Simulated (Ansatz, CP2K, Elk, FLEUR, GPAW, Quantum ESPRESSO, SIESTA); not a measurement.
One structure in several programs: CdS (F-43m, 2 atoms in the cell)

Self-consistent single point.

```
CELL_PARAMETERS angstrom
      0.00000     2.88351     2.88351
      2.88351     0.00000     2.88351
      2.88351     2.88351     0.00000
ATOMIC_POSITIONS crystal
  Cd 0.00000 0.00000 0.00000
  S  0.25000 0.25000 0.25000
```

All programs got the same cell, k-point mesh and kind of occupations (some realise fixed ones as a very narrow smearing) (in Ansatz's words: kpoints.mp_grid.grid = 10 10 10; scf.occupations.method = fixed); potentials, basis and cutoffs are each program's usual ones.

```csv
code,model,pressure (GPa),gap on the mesh (eV),k-points,cutoff
CP2K,"PBE, GPW, DZVP-MOLOPT-PBE-GTH basis, GTH-PBE potentials (POTENTIAL_UZH)",6.10,1.204,504,grid 500 Ry
Elk,"PBE, all-electron FP-LAPW, Elk's shipped species files, APW+lo basis with extra local orbitals",–,1.157,73,rgkmax 7.5
SIESTA,"GGA PBE, numerical atomic orbitals DZP, PseudoDojo PBE standard norm-conserving potentials (rewritten from UPF to PSML)",5.19,1.495,560,grid 350 Ry
Ansatz,"PBE, default PAW files",5.24,1.218,47,420 eV
GPAW,"PBE, GPAW PAW datasets PBE (gpaw-data 1.0.1)",4.94,1.198,47,550 eV
FLEUR,"PBE, all-electron FLAPW (FLEUR), scalar-relativistic valence",–,1.222,47,Kmax 4.7 1/bohr
Quantum ESPRESSO,"PBE, SSSP 1.1.2 efficiency (PBE) pseudopotentials",4.65,1.190,47,45 Ry
```

A dash marks a value that a program does not give, or that is left out as unsure.

Gaps are read on the mesh.

The spread over the programs that give each value: pressure within 1.45 GPa; gap on the mesh within 0.338 eV.

The starting cell comes from a database of computed structures (which also holds hypothetical and non-ambient phases and stackings), without a prior relaxation at this level. Its lattice was rescaled by a random factor within 2.5 % of one. On Ansatz's run: In the base run, with a pressure of about 5 GPa the cell is away from its equilibrium volume at this level.

Problem. Why do the programs differ, and what cannot be compared?

Solution. Differences of this kind can come from the potentials, where these differ, and from what each basis and cutoff leave unconverged. The valence holds different numbers of electrons (CP2K 18, SIESTA 26, Ansatz (a program for electronic structure) 26, GPAW 18, FLEUR 24, Quantum ESPRESSO 18). The zero of total energies and Fermi levels follows the potentials and each program's conventions, so they are not compared here. CP2K and SIESTA use small atom-centred bases, whose incompleteness enters pressures, forces and empty levels differently from a plane-wave cutoff. Elk and FLEUR treat all electrons, but the usual bases taken here (sphere radii, linearisation, local orbitals, empty states) were not tested for convergence, so the values are no reference for the others. Ansatz's pressure is given at a fixed set of plane waves, as the other plane-wave codes print theirs; with its correction for the finite basis it is 5.28 GPa. The programs reduce the same mesh by symmetry to different extents, which changes the work and not the result. In the pressure, CP2K (by 1.16) lies more than 1 GPa from the median of the plane-wave programs. In the gap, SIESTA (by 0.297) lies more than 0.12 eV from the median of the plane-wave programs.

Left out of this page: ABINIT (failed or unconverged).

Keys are those of Ansatz 0.2.
